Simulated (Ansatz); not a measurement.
The starting structures come from a database of crystals and need not be the phases stable at ambient conditions.

By LDA and PBEsol, the system below comes out a metal.

Consider the following.

```yaml
crystal:
  lattice:
    - [3.28163, 0.00000, 0.00000]
    - [-1.09388, 3.09395, 0.00000]
    - [1.09388, 1.54698, 2.67944]
  atoms:
    - { symbol: Sn, position: [0.00000, 0.00000, 0.00000] }
```

Space group of this cell: Im-3m, bcc (W type). The cell is taken as given; by PBEsol its mean pressure is -2.1 GPa.

The current runs along the normal of the first two printed vectors, the (110) plane. All runs by Ansatz (a program for electronic structure), plane waves and PAW, without spin-orbit coupling; the base is PBEsol.

```json
[
 {"run": "base", "mean pressure (GPa)": "-2.1", "G/A, both spins (10¹⁵ S/m²)": "1.26"},
 {"run": "all lengths scaled by 0.98", "mean pressure (GPa)": "1.1", "G/A, both spins (10¹⁵ S/m²)": "1.35"},
 {"run": "all lengths scaled by 1.02", "mean pressure (GPa)": "-4.4", "G/A, both spins (10¹⁵ S/m²)": "(withheld)"},
 {"run": "lda in place of pbesol", "mean pressure (GPa)": "-3.4", "G/A, both spins (10¹⁵ S/m²)": "1.26"},
 {"run": "lengths along the current scaled by 0.97, ions clamped", "mean pressure (GPa)": "-0.5", "G/A, both spins (10¹⁵ S/m²)": "1.35"}
]
```

Question: What belongs in the gaps?

Answer: 
- all lengths scaled by 1.02, G/A, both spins (10¹⁵ S/m²): 1.21
